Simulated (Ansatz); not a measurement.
Data:

```
GaN
1.0
    3.14140     0.00000     0.00000
   -1.57070     2.72053     0.00000
    0.00000     0.00000     5.11903
Ga N
2 2
Cartesian
  0.00000   1.81369  -0.00375
  1.57070   0.90684   2.55576
  0.00000   1.81369   1.92339
  1.57070   0.90684   4.48291
```

Computed with r2SCAN with spin-orbit coupling, rigid bands (plane waves, PAW; Ansatz, a quantum-chemistry and plane-wave program). Condition of this run: hydrostatic pressure of 8 GPa (compression positive) (the target of the relaxation). How the cell was made: cell and atoms relaxed with PBEsol, then loaded as said.

Q: What conductivity effective mass do dilute holes have at 300 K?

A: 1.37 (x), 1.37 (y), 1.75 (z) mₑ.

Q: Predict the electron conductivity mass (n e² τ/σ) at 300 K, by direction if it differs.

A: 0.22 (x), 0.22 (y), 0.195 (z) mₑ.

Q: And the band gap?

A: 2.62 eV at this level; semilocal functionals usually fall short of the measured gap.

Rigid bands, one relaxation time for all states, no polarons. Geometry: cell and atoms relaxed with PBEsol.
